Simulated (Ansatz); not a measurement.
**Response to strain in Au**

The reference is Au in the fcc (Cu type) structure (space group Fm-3m, No. 225; a = 4.083 Å). Axes: x, y, z lie along the cube axes.

Strains are applied to the cell and any free atomic positions relax; under biaxial strain the out-of-plane vector relaxes too.

Computed with plane-wave PAW DFT at the PBEsol level (Ansatz, an electronic-structure program, 420 eV), no spin-orbit coupling.

Notes on the quantities. pressure: mean of the normal stresses, compression positive; energy relative to the base: free energy F.

```tsv
change	pressure	volume per atom	space group	energy relative to the base
base	0.0 GPa	17.02 Å³	Fm-3m (No. 225)	0 meV/atom
biaxial strain −2.16 %, plane normal [111], relaxed out of plane	___	___	R-3m (No. 166)	___
biaxial strain −0.66 %, plane normal [111], relaxed out of plane	0.8 GPa	16.95 Å³	R-3m (No. 166)	+0.9 meV/atom
uniaxial strain ε_xx = −2.17 %	4.1 GPa	16.65 Å³	I4/mmm (No. 139)	+5.2 meV/atom
uniaxial strain ε_xx = +1.25 %	-2.1 GPa	17.24 Å³	I4/mmm (No. 139)	+1.6 meV/atom
```

Problem. Complete the table.

Solution. 
- biaxial strain −2.16 %, plane normal [111], relaxed out of plane, pressure: 3.1 GPa
- biaxial strain −2.16 %, plane normal [111], relaxed out of plane, volume per atom: 16.77 Å³
- biaxial strain −2.16 %, plane normal [111], relaxed out of plane, energy relative to the base: +10 meV/atom

Without a gap, meshes like the base's 20×20×20 leave anisotropic stresses uncertain by several tenths of a GPa, and small strain energies with them. Stability against distortions was not tested.
